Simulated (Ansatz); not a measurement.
The starting structures come from a database of crystals and need not be the phases stable at ambient conditions.

The decay constant κ of evanescent states in the gap governs leakage through a thin film.

Input:

```
CELL_PARAMETERS angstrom
      9.03466     0.00000     0.00000
      0.00000     9.48374     0.00000
      3.01155    -4.74187     2.73772
ATOMIC_POSITIONS crystal
  In 0.60629 0.53417 0.24634
  In 0.39371 0.46583 0.75366
  In 0.14046 0.17800 0.64383
  In 0.85954 0.82200 0.35617
  In 0.31846 0.28783 0.10983
  In 0.68154 0.71217 0.89017
  Te 0.00000 0.00000 0.00000
  O  0.91351 0.78687 0.91334
  O  0.08649 0.21313 0.08666
  O  0.70038 0.33960 0.55273
  O  0.29962 0.66040 0.44727
  O  0.03998 0.87353 0.53393
  O  0.96002 0.12647 0.46607
  O  0.41886 0.75664 0.93289
  O  0.58114 0.24336 0.06711
  O  0.17550 0.41961 0.66297
  O  0.82450 0.58039 0.33703
  O  0.59511 0.82375 0.40414
  O  0.40489 0.17625 0.59586
```

Space group of this cell: R-3. The cell is taken as given; by r2SCAN its mean pressure is -0.5 GPa.

Transport runs along the normal of the first two printed cell vectors, the (100) plane of the conventional cell.

The gap is the functional's own. No spin-orbit coupling. Mid-gap values are interpolated on the energy grid.

**Question.** State the band gap and the smallest decay constant κ at mid-gap according to Ansatz (an electronic-structure program) with r2SCAN.

**Answer.** Gap 1.90 eV on a 12×12×12 mesh; κ = 0.184 1/Å, at the zone centre.
